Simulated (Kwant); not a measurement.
Model system: quantum point contact (saddle potential) in a InAs two-dimensional gas. Effective mass 0.023 mₑ, grid spacing 6.7 nm, hard walls, nominal width 200 nm (29 grid rows, so walls 201 nm apart), one parabolic valley, scattering region 600 nm long along x; energies count from the band bottom; Fermi energy 0.0289 eV. Potential (V0 + ½k y²) cos²(πx/L) for |x| < L/2, with V0 swept from 0.030345 to 0 eV, k = 1.4e-05 eV/nm², L = 230 nm.

The device is made up for the run: typed textbook-type constants, with dimensions and the other settings drawn at random.

Kwant, effective-mass tight-binding model on a square grid, one spin, coherent transport at 0 K. Conductance is in e²/h.

Q: Compare with the saddle-point formula G = Σ 1/(1 + exp(−2π(E − V0 − ħωy(n + ½))/ħωx)), taking ħωy = ħ√(k/m) and ħωx from the curvature along x of V0 plus half of the mode's confinement energy.

A: ħωy = 6.81 meV; at V0 = 24.6 meV the lowest mode has ħωx = 5.71 meV.

```
V0 (meV)  formula  simulation
--------  -------  ----------
28.6        0.040       0.041
24.6         0.72        0.74
20.7         1.10        1.11
16.7         1.92        1.93
12.8         2.25        2.32
8.80         2.99        3.01
```

The formula takes a parabolic saddle in the continuum; the run has the full potential on a grid.
